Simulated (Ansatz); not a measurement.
The parent structure is PbTe in the rock salt structure (space group Fm-3m, No. 225; a = 6.534 Å). Axes: x, y, z lie along the cube axes.

Computed with DFT with r2SCAN, PAW potentials and a 500 eV plane-wave cutoff in Ansatz (a program for electronic structure), no spin-orbit coupling.

Base values:

| Item | Value |
|---|---|
| Pressure | 0.00 GPa |
| Shortest interatomic distance | 3.267 Å |

Perturbation: the cell is stretched by 0.50 % along z with no lateral relaxation, atoms relaxed at fixed cell.

Problem. Predict the new pressure, energy relative to the base and shortest interatomic distance.

Solution. The pressure (mean of the normal stresses, compression positive) goes from zero to -0.20 GPa; the energy increases by 0.3 meV/atom; the shortest interatomic distance stays 3.267 Å.

The cells carry an imposed strain or load. Stability against distortions was not tested.
